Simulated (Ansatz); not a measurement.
System: BP (P6₃mc, No. 186, 4 atoms in the cell; start mp-1008559; a measured phase of this formula has another space group). Method: PBE0 (Ansatz, a first-principles code, PAW).

Run with plane-wave cutoff 460 eV, 9×9×6 k mesh (along the axes of the cell as run), Fermi–Dirac smearing 0.01 eV, scalar-relativistic PAW data made under PBE.

The cell is the one relaxed with PBEsol. Conventional cell: a = 3.1793 Å, b = 3.1793 Å, c = 5.2743 Å, α = 90.00°, β = 90.00°, γ = 120.00°.

```
CELL_PARAMETERS angstrom
      3.17927     0.00000     0.00000
     -1.58963     2.75333     0.00000
      0.00000     0.00000     5.27433
ATOMIC_POSITIONS crystal
  B  0.66667 0.33333 0.50045
  B  0.33333 0.66667 0.00045
  P  0.66667 0.33333 0.87455
  P  0.33333 0.66667 0.37455
```

Task: List the 10 lowest band energies at Γ above −25 eV (eV, relative to the valence band maximum), grouping those that round alike.

Result: At Γ: -17.66, -14.05, -10.54, -2.37 (×2), -0.47, 0.00 (×2), 4.32 (×2).

Note: the run warned that its exchange threshold was loose for the stress; cell and atoms aren't relaxed at this level (pressure 0.3 GPa).

A start named mp-… is a Materials Project structure, which need not be a measured phase.
